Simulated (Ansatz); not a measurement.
# MoGe2 (I4/mmm, No. 139, 3 atoms in the cell; start mp-10201)

These are PBEsol (Ansatz, a program for electronic structure, PAW) values and carry that method's errors.

Settings: plane-wave cutoff 500 eV, 16×16×16 k mesh, Fermi–Dirac smearing 0.05 eV, no spin polarisation, scalar-relativistic PAW data made under PBE.

Cell (relaxed at this level):

```yaml
crystal:
  lattice:
    - [-1.64848, 1.64848, 4.09467]
    - [1.64848, -1.64848, 4.09467]
    - [1.64848, 1.64848, -4.09467]
  atoms:
    - { symbol: Ge, position: [0.66212, 0.66212, 0.00000] }
    - { symbol: Ge, position: [0.33788, 0.33788, 0.00000] }
    - { symbol: Mo, position: [0.00000, 0.00000, 0.00000] }
```

```json
{
  "band_gap": "none"
}
```

Note: the relaxation could not lower the start's symmetry, so the cell can be a saddle point above a distorted one.

Spin–orbit coupling is not included.

The computed numbers hold no vibrational or temperature effects.

It cost around 2.1 core-minutes (rough) of CPU time.

A start named mp-… is a Materials Project structure, which need not be a measured phase.
